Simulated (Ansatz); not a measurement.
Consider interstitial K in monoclinic HfO2, charge state +1. The step: one K atom jumps by itself; the atom moves 1.35 Å along (0.23, -0.07, 0.13) of the unit cell; the moving atom starts with neighbours Hf at 2.54, Hf at 2.77, Hf at 2.87; 2 O at 2.24, O at 2.31, O at 2.38, O at 2.40, O at 2.66, O at 2.70 Å and ends with Hf at 2.54, Hf at 2.77, Hf at 2.87; 2 O at 2.24, O at 2.31, O at 2.38, O at 2.40, O at 2.66, O at 2.70 Å. DFT values are from Ansatz (plane-wave PAW, 420 eV unless said) in a cell of 96 host sites, spin-restricted, static, with no finite-size correction. The charge state is imposed; whether it is stable for some Fermi level was not computed. Sites that were not tried may lie lower. For the PBE band: the program found a first-order saddle point.

```
Level                                                              Forward barrier (eV)  Cost of the band or of the saddle's single point
-----------------------------------------------------------------  --------------------  ------------------------------------------------
CHGNet universal potential (has no charge state), its own band                     0.13                                                 -
PBE, the Γ point alone, band relaxed                                               0.23                      very roughly 90 core-minutes
PBE, a 2×2×2 k-point mesh shifted by half a step, same geometries                  0.23                           roughly 17 core-minutes
r2SCAN at 500 eV, the Γ point alone, same geometries                               0.27                       very roughly 4 core-minutes
```

Ansatz is a quantum-chemistry and plane-wave program.
